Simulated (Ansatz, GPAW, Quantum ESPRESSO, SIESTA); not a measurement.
## BaHg3 (P1, 8 atoms in the cell) computed with different codes at matched settings

Self-consistent single point, at a second geometry (atoms moved at random). First geometry:

```yaml
crystal:
  lattice:
    - [7.38498, 0.00000, 0.00000]
    - [-3.69249, 6.39558, 0.00000]
    - [0.00000, 0.00000, 5.20530]
  atoms:
    - { symbol: Ba, position: [0.33333, 0.66667, 0.75000] }
    - { symbol: Ba, position: [0.66667, 0.33333, 0.25000] }
    - { symbol: Hg, position: [0.14617, 0.29235, 0.25000] }
    - { symbol: Hg, position: [0.85382, 0.70765, 0.75000] }
    - { symbol: Hg, position: [0.85382, 0.14617, 0.75000] }
    - { symbol: Hg, position: [0.14617, 0.85382, 0.25000] }
    - { symbol: Hg, position: [0.70765, 0.85382, 0.25000] }
    - { symbol: Hg, position: [0.29235, 0.14617, 0.75000] }
```

Second geometry:
```
BaHg3
1.0
    7.38498     0.00000     0.00000
   -3.69249     6.39558     0.00000
    0.00000     0.00000     5.20530
Ba Hg
2 6
Cartesian
 -0.03352   4.25160   3.88548
  3.65376   2.12125   1.36050
  0.04026   1.82877   1.29660
  3.73507   4.51916   3.92597
  5.77576   0.90654   3.87467
 -2.08457   5.49320   1.32396
  2.08303   5.46410   1.24344
  1.60016   0.99771   3.91058
```

Shared settings, as Ansatz (a first-principles code) writes them: kpoints.mp_grid.grid = 3 3 3; scf.occupations.method = gaussian; scf.occupations.width = 0.05 eV. Potentials and cutoffs stand in the table.

| code | model | ΔF from the first geometry (meV/atom) | pressure (GPa) | largest force (eV/Å) | cutoff |
|---|---|---|---|---|---|
| Ansatz | PBEsol, PAW files made with PBE | 0.3 | -1.99 | 0.219 | default |
| GPAW | PBEsol, GPAW PAW datasets PBEsol (made by gpaw-setup) | 0.4 | -1.61 | 0.234 | 600 eV |
| SIESTA | GGA PBEsol, numerical atomic orbitals DZP, PseudoDojo PBEsol standard norm-conserving potentials (rewritten from UPF to PSML) | -9.3 | -5.30 | 1.342 | grid 300 Ry |
| Quantum ESPRESSO | PBEsol, GBRV 1.5 ultrasoft (PBESOL) pseudopotentials | 0.4 | -1.88 | 0.219 | 40 Ry |

Size of the force on each atom (eV/Å): Sizes of forces hide their directions.

| code | Ba1 | Ba2 | Hg3 | Hg4 | Hg5 | Hg6 | Hg7 | Hg8 |
|---|---|---|---|---|---|---|---|---|
| Ansatz | 0.030 | 0.151 | 0.118 | 0.209 | 0.173 | 0.147 | 0.159 | 0.219 |
| GPAW | 0.032 | 0.171 | 0.133 | 0.223 | 0.184 | 0.160 | 0.171 | 0.234 |
| SIESTA | 0.103 | 0.334 | 1.192 | 1.301 | 1.264 | 1.239 | 1.237 | 1.342 |
| Quantum ESPRESSO | 0.030 | 0.156 | 0.118 | 0.208 | 0.171 | 0.146 | 0.158 | 0.219 |

On Ansatz's run: spin-orbit coupling is off.

The spread over the programs that give each value: ΔF from the first geometry within 9.7 meV/atom; pressure within 3.69 GPa; largest force within 1.123 eV/Å.

SIESTA uses small atom-centred bases, whose incompleteness enters pressures, forces and empty levels differently from a plane-wave cutoff. Ansatz's pressure is given at a fixed set of plane waves, as the other plane-wave codes print theirs. In the pressure, SIESTA (by 3.42) lies more than 1 GPa from the median of the plane-wave programs. In the force vectors, SIESTA (by 1.143) lies more than 0.08 eV/Å from the median of the plane-wave programs.

The shared mesh is coarse (it stands for a supercell whose shortest vector is 16 Å), so the values are not converged in it.

The starting cell comes from a database of computed structures (which also holds hypothetical and non-ambient phases and stackings), without a prior relaxation at this level. For this run, on top of that: atoms moved at random.

Keys are those of Ansatz 0.2.
